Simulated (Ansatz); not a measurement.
A self-consistent single point of HgSe (F-43m, 2 atoms in the cell) with Ansatz (a first-principles code).

Method of the run: PBE (plane waves, PAW; Ansatz).

The change in words: lattice scaled by 0.98. Reference geometry:
```
CELL_PARAMETERS angstrom
      0.00000     2.99106     2.99106
      2.99106     0.00000     2.99106
      2.99106     2.99106     0.00000
ATOMIC_POSITIONS crystal
  Hg 0.00000 0.00000 0.00000
  Se 0.25000 0.25000 0.25000
```

Reference input (self-consistent single point, DFT, PBE, plane waves, default PAW files): kpoints.mp_grid.grid = 8 8 8; hamiltonian.xc = pbe; hamiltonian.pseudopotentials = {kind: paw} (the program's default PAW files); scf.occupations.method = fermi_dirac; scf.occupations.width = 0.02 eV. This run's input differs from it in these lines:

```diff
@@ -2,5 +2,5 @@
   lattice:
-    - [0.00000000, 2.99105600, 2.99105600]
-    - [2.99105600, 0.00000000, 2.99105600]
-    - [2.99105600, 2.99105600, 0.00000000]
+    - [0.00000000, 2.93123500, 2.93123500]
+    - [2.93123500, 0.00000000, 2.93123500]
+    - [2.93123500, 2.93123500, 0.00000000]
   atoms:
```

Log, with long lists cut:

```
SCF iter   1: F=—  HF=-19282.570803 eV  |F-HF|=—  |Δ(HF+E_count)|=         —  Δρ=1.12e-3  dr2=9.38e-4  ethr=1.77e-3  ⟨swp⟩=6.1  Hψ=2855  notcnv=0
all-band conjugate gradients solve this SCF's bands
preconditioner: auto → none
SCF iter   2: F=—  HF=-19282.571859 eV  |F-HF|=—  |Δ(HF+E_count)|=   1.06e-3  Δρ=4.22e-4  dr2=7.71e-5  ethr=2.61e-6  ⟨swp⟩=2.1  Hψ=1297  notcnv=0
SCF iter   3: F=—  HF=-19282.571914 eV  |F-HF|=—  |Δ(HF+E_count)|=   5.44e-5  Δρ=2.11e-4  dr2=1.82e-5  ethr=2.14e-7  ⟨swp⟩=2.1  Hψ=1070  notcnv=0
SCF iter   4: F=—  HF=-19282.571933 eV  |F-HF|=—  |Δ(HF+E_count)|=   1.89e-5  Δρ=6.66e-5  dr2=1.61e-6  ethr=5.06e-8  ⟨swp⟩=2.0  Hψ=896  notcnv=0
iter 5 did not close the SCF: its close was put off for the readings that it lacked (scf_convergence_deferred on its scf_iter line)
SCF iter   5: F=-19282.571937 eV  HF=-19282.571937 eV  |F-HF|=8.85e-8  |Δ(HF+E_count)|=   4.22e-6  Δρ=8.81e-6  dr2=2.34e-8  ethr=4.48e-9  ⟨swp⟩=2.0  Hψ=901  notcnv=0
SCF iter   6: F=-19282.571937 eV  HF=-19282.571937 eV  |F-HF|=4.75e-9  |Δ(HF+E_count)|=   9.98e-8  Δρ=1.97e-6  dr2=1.37e-9  ethr=6.49e-11  ⟨swp⟩=2.5  Hψ=2223  notcnv=0
SCF 1 converged in 6 iterations: F = -19282.571937 eV  dr2 = 1.37e-9
Free energy (F): -19282.571937 eV
Internal energy: -19282.571787 eV  (E = F + TS)
E sigma→0 (E₀):  -19282.571862 eV
Entropy (-TS):   -0.000150 eV (-0.075 meV/atom)
Fermi energy:    10.855949 eV
--- Forces (eV/Å), atoms counted from 1 ---
  atom   1  Hg     0.00000000     0.00000000     0.00000000
  atom   2  Se    -0.00000000     0.00000000    -0.00000000
--- Stress (GPa, compression-positive) ---
       13.742812       0.000000      -0.000000
       -0.000000      13.742812       0.000000
       -0.000000       0.000000      13.742812
  P = ⅓ Tr σ = 13.7428 GPa (137.428 kbar)
  The stress holds the Pulay correction. Without it, at fixed plane waves, as pw.x and ABINIT print it: P = 13.7078 GPa
```

The run converged in 6 iterations. Against the reference run the free energy goes up by 106 meV/atom and the pressure goes from 8.18 to 13.74 GPa.

The starting cell has typed, rounded lattice constants, without a prior relaxation at this level. Its lattice was rescaled by a random factor within 2.5 % of one. For this run, on top of that: lattice scaled by 0.98. With a pressure of about 14 GPa the cell is away from its equilibrium volume at this level. Ansatz's pressure includes its estimate of the finite-basis (Pulay) stress. The run gives no clean gap (levels at the Fermi energy touch, overlap or are partly filled at this smearing), which alone does not show that the compound is a metal.

Keys are those of Ansatz 0.2.
